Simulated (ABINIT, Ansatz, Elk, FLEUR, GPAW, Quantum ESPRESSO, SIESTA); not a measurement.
# Code comparison for Co (P6_3/mmc, 2 atoms in the cell)

Self-consistent single point, at a second geometry (lattice scaled by 0.98). First geometry:

```
Co
1.0
    1.25500    -2.17372     0.00000
    1.25500     2.17372     0.00000
    0.00000     0.00000     4.07000
Co
2
Cartesian
  1.25500   0.72457   1.01750
  1.25500  -0.72457   3.05250
```
Moments meant for the start (each program seeds them in its own way; μB, in the order of the atoms Co Co): 2.0 2.0.

Shared settings, as Ansatz (a quantum-chemistry and plane-wave program) writes them: kpoints.mp_grid.grid = 13 13 7; scf.occupations.method = fermi_dirac; scf.occupations.width = 0.136 eV. Potentials and cutoffs stand in the table.

```tsv
code	model	ΔF from the first geometry (meV/atom)	pressure (GPa)	size of the net moment (μB/atom)	cutoff
GPAW	PBE, GPAW PAW datasets PBE (gpaw-data 1.0.1)	14.4	10.51	1.57	800 eV
Ansatz	PBE, default PAW files	8.6	9.02	1.57	default
Elk	PBE, all-electron FP-LAPW, Elk's shipped species files, default APW+lo basis	-34.2	–	0.00	default
ABINIT	PBE, norm-conserving pseudopotentials (PseudoDojo nc-sr-05 PBE standard)	9.9	9.48	1.59	48 Ha
Quantum ESPRESSO	PBE, PSlibrary PAW (PBE) pseudopotentials	10.6	8.13	1.56	50 Ry
FLEUR	PBE, all-electron FLAPW (FLEUR), scalar-relativistic valence	9.9	–	1.56	Kmax 3.6 1/bohr
SIESTA	GGA PBE, numerical atomic orbitals DZP, PseudoDojo PBE standard norm-conserving potentials (rewritten from UPF to PSML)	-31.0	-0.96	1.58	grid 400 Ry
```

For Quantum ESPRESSO (by 1.5 GPa) the energy change implies a higher mean pressure, against the two pressures, than for the other programs: a sign of finite-basis (Pulay) stress.

A dash marks a value that a program does not give, or that is left out as unsure.

The net moments differ, which can mean other magnetic states; other values may part for that reason too.

On Ansatz's run: the magnetic order is the one reached from the typed start; others were not searched systematically.

The spread over the programs that give each value: ΔF from the first geometry within 48.6 meV/atom; pressure within 11.47 GPa; size of the net moment within 1.59 μB/atom.

SIESTA uses small atom-centred bases, whose incompleteness enters pressures, forces and empty levels differently from a plane-wave cutoff. Elk and FLEUR treat all electrons, but the usual bases taken here (sphere radii, linearisation, local orbitals, empty states) were not tested for convergence, so the values are no reference for the others. Ansatz's pressure is given at a fixed set of plane waves, as the other plane-wave codes print theirs; with its correction for the finite basis it is 9.21 GPa. In the pressure, GPAW (by 1.26), Quantum ESPRESSO (by 1.13) and SIESTA (by 10.22) lie more than 1 GPa from the median of the plane-wave programs.

The starting cell has typed, rounded lattice constants, without a prior relaxation at this level. For this run, on top of that: lattice scaled by 0.98.

Keys are those of Ansatz 0.2.
